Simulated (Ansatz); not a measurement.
Functionals compared on a constructed model of the (0001) surface of hcp Mg, a pseudomorphic layer of Si in the host's stacking (bottom of the slab: a bare face, its two planes held), in Ansatz (plane waves, PAW). The structure was relaxed with PBE; the other rows are single points on it. Cutoff 420 eV (500 eV for r2SCAN).

Set-up: 7 atoms, 14.8 Å thick at the start; mesh 13x13x1; 0.1 eV smearing; dipole correction on; 2 atoms held, the rest relaxed; held to the start's symmetry, so lower structures may exist; no spin, no spin-orbit, no U. It is one candidate, not shown to be the stable structure of the face. These notes are the PBE run's.

```tsv
functional	work function of the top face (eV)	rough cost of the single point
PBE	4.85	–
RPBE	___	about 18 core-seconds (a rough figure)
r2SCAN	4.98	very roughly 30 core-seconds
```

### Question
Fill in the missing entries.

### Answer

- RPBE, work function of the top face (eV): 4.79

Ansatz is an electronic-structure program.
